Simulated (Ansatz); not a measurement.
## Effect of x(Al) = 0.75, 8 atoms, P-43m on GaP

Base system: GaP in the zinc blende structure (space group F-43m, No. 216; a = 5.5060 Å).

The other end (x = 1) is AlGa in the zinc blende structure (space group F-43m, No. 216; a hypothetical phase, not in the database extracts checked): 25.94 Å³/atom, gap zero; this end may not be an ambient phase.

Modification: a fraction x = 0.75 of the P sites is given to Al, ordered in a cell of 8 atoms (starting symmetry P-43m) and fully relaxed.

Calculations: Ansatz (an electronic-structure program) PBE, no spin-orbit coupling. Settings: 8×8×8 k-points, 0.05 eV Fermi–Dirac smearing, for the changed cell.

The volume per atom rises by 3.81 Å³ (20.87 Å³ → 24.68 Å³) and the density shrinks by 0.72 g/cm³ (4.01 g/cm³ → 3.29 g/cm³). The shortest interatomic distance decreases by 0.040 Å to 2.344 Å and the band gap goes from 1.58 eV to zero. The mixing energy amounts to -0.02 eV/atom (to 0.01 eV only: unlike meshes or grids) (against an end that may be hypothetical) and the deviation of the volume from the linear (Vegard-type) interpolation is 0.0 %. The mean first-shell distances comes out as P–Ga 2.344 Å (end compound 2.384 Å), Al–Ga 2.586 Å (end compound 2.564 Å).

Final structure:

```
Al3Ga4P
1.0
    5.82294     0.00000     0.00000
    0.00000     5.82294     0.00000
    0.00000     0.00000     5.82294
P Al Ga
1 3 4
Direct
  0.00000   0.00000   0.00000
  0.50000   0.00000   0.50000
  0.00000   0.50000   0.50000
  0.50000   0.50000   0.00000
  0.23238   0.23238   0.23238
  0.76762   0.23238   0.76762
  0.23238   0.76762   0.76762
  0.76762   0.76762   0.23238
```

Each cell is one ordered arrangement of few atoms, which overstates ordering effects compared with a random alloy. No phonon test of stability was made. The real GaP has an indirect gap at ambient pressure; PBE orders its close-lying valleys differently. All final runs are without spin polarisation.
